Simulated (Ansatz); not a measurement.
System: InP (model structure, started from the BeO type, P4₂/mnm, No. 136, 8 atoms in the cell). Method: r²SCAN+rVV10 (Ansatz, a quantum-chemistry and plane-wave program, PAW).

Run with plane-wave cutoff 560 eV, 6×6×10 k mesh (along the axes of the cell as run), Fermi–Dirac smearing 0.01 eV, scalar-relativistic PAW data made under PBE.

Cell (relaxed at this level):

```xyz
8
Lattice="7.1707 0.0000 0.0000 0.0000 7.1707 0.0000 0.0000 0.0000 4.1775" Properties=species:S:1:pos:R:3 pbc="T T T"
In     2.3108     4.8599     0.0000
In     4.8599     2.3108     0.0000
In     5.8962     5.8962     2.0888
In     1.2746     1.2746     2.0888
P      2.2803     2.2803     0.0000
P      4.8904     4.8904     0.0000
P      1.3050     5.8657     2.0888
P      5.8657     1.3050     2.0888
```

Problem. Predict the band gap.

Solution. 
- band gap = 1.20 eV

Note: the relaxation could raise the start's symmetry but not lower it, so the cell can be a saddle point.

Spin–orbit coupling is not included.

Computed values are for the static lattice.

A model structure was made by putting elements into a prototype or built by hand; it is no filed structure, need not be a known phase, and can be a saddle point held by its symmetry.
